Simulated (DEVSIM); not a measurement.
System: Schottky contact on p-type Si, at 300 K.

| layer (left to right) | material | thickness (μm) | Na (cm⁻³) | τn (s) | τp (s) |
|---|---|---|---|---|---|
| 1 | Si | 2.70 | 8.6e15 | 3.5e-7 | 3.5e-7 |
| 2 | Si | 0.870 | 1.3e18 | 3.5e-7 | 3.5e-7 |

Left contact: Schottky, work function 4.554 eV, emission velocity 5e6 cm/s. Right contact: ohmic. Voltage is applied to the left contact. Recombination: SRH at mid-gap, radiative. Gap narrowing is on: ΔEg = 6.92 meV × (l + √(l² + 0.5)), l = ln(N/1.3e17 cm⁻³), shared equally by both band edges. Mobility is constant in doping.

Constants are typed, rounded textbook-type inputs, not results; the design itself was drawn at random and stands for no fabricated device. Values at 300 K.

```
parameter           Si
-------------  -------
gap (eV)         1.124
affinity (eV)     4.05
permittivity      11.7
Nc (cm⁻³)      2.86e19
Nv (cm⁻³)       3.1e19
μn (cm²/Vs)       1417
μp (cm²/Vs)        470
B (cm³/s)      4.7e-15
```

Simulated with DEVSIM: 1D drift-diffusion, Boltzmann statistics, complete ionisation; no tunnelling, impact ionisation, image-force lowering or self-heating. Metal contacts follow the ideal Schottky-Mott rule: no Fermi-level pinning, no interface dipoles.

The metal work function was swept, all else fixed.

```
metal work function (eV)  dark forward voltage at 100 A/cm² (V)  potential step across the device at zero bias (V)
------------------------  -------------------------------------  -------------------------------------------------
4.354                                                     0.557                                              0.722
4.404                                                     0.507                                              0.672
4.454                                                     0.457                                              0.622
4.504                                                     0.407                                              0.572
4.554                                                     0.357                                              0.522
4.604                                                     0.307                                              0.472
4.654                                                     0.257                                              0.422
4.704                                                     0.207                                              0.372
```

From the first row to the last the dark forward voltage at 100 A/cm² goes from 0.557 to 0.207. From the first row to the last the potential step across the device at zero bias goes from 0.722 to 0.372.
